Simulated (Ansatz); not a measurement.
A periodic model of amorphous hafnia (Hf$_{18}$O$_{35}$):

```xyz
53
Lattice="8.8189 0.0000 0.0000 0.0000 8.8189 0.0000 0.0000 0.0000 8.8189" Properties=species:S:1:pos:R:3 pbc="T T T"
Hf     8.5888     1.9124     3.4273
Hf     1.7913     7.4251     3.2153
Hf     3.4633     6.5088     6.3807
Hf     6.9558     6.3211     6.8589
Hf     8.5323     3.1520     8.7052
Hf     2.1875     1.1783     0.6875
Hf     2.7933     4.0251     2.1808
Hf     7.7009     8.1718     0.8840
Hf     6.8030     2.4964     5.8195
Hf     6.2309     8.1170     4.0446
Hf     1.5350     4.0923     5.4085
Hf     6.1991     4.9094     2.7688
Hf     4.2989     7.4230     1.2502
Hf     3.3288     1.1880     4.3772
Hf     5.1766     3.9195     8.5442
Hf     0.4145     0.5256     6.5413
Hf     4.8418     0.3757     7.2477
Hf     1.3083     6.3502     0.1167
O      7.6546     0.7277     4.9739
O      0.1629     2.5981     5.5468
O      3.4671     3.1787     0.4603
O      7.0722     3.2571     3.8557
O      6.7277     6.0989     4.4572
O      2.8362     1.9135     2.5540
O      1.7503     5.3617     7.0585
O      1.3428     2.0556     7.8281
O      2.6623     6.1087     1.8614
O      8.0229     6.3028     8.6482
O      0.2544     7.1535     2.0461
O      7.6360     1.4196     7.5295
O      3.2172     7.0305     8.2944
O      4.9157     5.2265     6.9816
O      6.8117     3.5958     1.0078
O      1.1275     3.7868     3.4234
O      6.0753     7.9227     8.4007
O      4.1452     8.1281     3.3678
O      0.2749     1.8110     1.4189
O      2.9967     2.8647     5.3792
O      4.4515     4.2980     3.3123
O      2.3617     6.0441     4.6799
O      8.4245     7.4941     6.2561
O      7.2099     0.5290     2.5487
O      1.0249     4.4031     0.7366
O      1.3253     0.3930     4.2315
O      5.2477     2.3376     7.2350
O      3.0250     8.7496     6.2327
O      4.0750     0.5054     0.3036
O      4.9667     5.4404     1.0138
O      5.3668     7.5565     6.0110
O      5.2538     1.1335     5.0415
O      6.2609     7.1050     2.1725
O      7.3643     4.1687     7.0911
O      0.7534     8.4716     8.5467
```

These are PBE, scalar-relativistic without spin-orbit coupling (plane waves to 420 eV, PAW; Ansatz, an electronic-structure program) values and carry that method's errors. The usual formal charges leave 2 electrons over, so the level spacing at the Fermi energy parts defect or band states and needn't be the band gap.

Preparation: random packing, a CHGNet melt and quench, and a DFT relaxation. O atoms were pushed apart under 1.9 Å during the dynamics, to hinder bonds among them. The hot cell started wider than the set density and was brought back towards it in steps. It is the lowest in DFT energy of 2 quenches. It is a model cell: composition and starting density were chosen by hand, and all elements were melted together. No dispersion term was used. Its density started from a set value of 9.13 and ended at 9.13 g/cm³. The quench (nominally 450 K/ps over its main leg) was far faster than any real one, so the model tends to hold more defects than a real film. A cell of this size samples the disorder only roughly. The volume was held where the preparation left it, at a PBE pressure of -1.8 GPa (tension). Stress components on the final sampling reach 2.3 GPa. On a 2×2×2 Γ-centred mesh force components of up to 0.19 eV/Å stay, since the relaxation ran on the zone centre alone.

Bonds are counted up to Hf-Hf 3.34 Å, Hf-O 2.62 Å, O-O 1.58 Å. Two cations that share two anions don't count as bonded, nor two that share one unless they lie closer than Hf-Hf 3.25 Å.

**Question.** Give the coordination numbers, mean bond lengths and angles.

**Answer.** 
```
Quantity                                                           Value
---------------------------------  -------------------------------------
Mean coordination of Hf by anions    6.22 (3 with 5, 8 with 6, 7 with 7)
Mean coordination of O             3.20 (3 with 2, 22 with 3, 10 with 4)
Mean Hf-O bond                     2.158 Å (spread 0.117 Å, 112 counted)
Bond angle at Hf                               mean 102.2°, spread 29.5°
Bond angle at O                                mean 112.9°, spread 16.4°
```

**Question.** List the pairs of like atoms that count as bonded by the rules above.

**Answer.** There are none by these rules.

**Question.** What Bader charges do the atoms carry, from a run on the zone centre alone?

**Answer.** Means (range): Hf +2.55 e (+2.05 to +2.64), O -1.31 e (-1.37 to -1.20).
| atom | charge (e) |
|---|---|
| Hf1 | +2.63 |
| Hf2 | +2.05 |
| Hf3 | +2.58 |
| Hf4 | +2.61 |
| Hf5 | +2.62 |
| Hf6 | +2.33 |
| Hf7 | +2.61 |
| Hf8 | +2.64 |
| Hf9 | +2.61 |
| Hf10 | +2.62 |
| Hf11 | +2.56 |
| Hf12 | +2.60 |
| Hf13 | +2.43 |
| Hf14 | +2.60 |
| Hf15 | +2.59 |
| Hf16 | +2.62 |
| Hf17 | +2.58 |
| Hf18 | +2.60 |
| O19 | -1.28 |
| O20 | -1.32 |
| O21 | -1.26 |
| O22 | -1.30 |
| O23 | -1.31 |
| O24 | -1.32 |
| O25 | -1.33 |
| O26 | -1.29 |
| O27 | -1.35 |
| O28 | -1.30 |
| O29 | -1.30 |
| O30 | -1.32 |
| O31 | -1.30 |
| O32 | -1.31 |
| O33 | -1.33 |
| O34 | -1.31 |
| O35 | -1.32 |
| O36 | -1.37 |
| O37 | -1.34 |
| O38 | -1.20 |
| O39 | -1.22 |
| O40 | -1.34 |
| O41 | -1.26 |
| O42 | -1.30 |
| O43 | -1.29 |
| O44 | -1.37 |
| O45 | -1.29 |
| O46 | -1.34 |
| O47 | -1.30 |
| O48 | -1.30 |
| O49 | -1.34 |
| O50 | -1.32 |
| O51 | -1.32 |
| O52 | -1.37 |
| O53 | -1.36 |
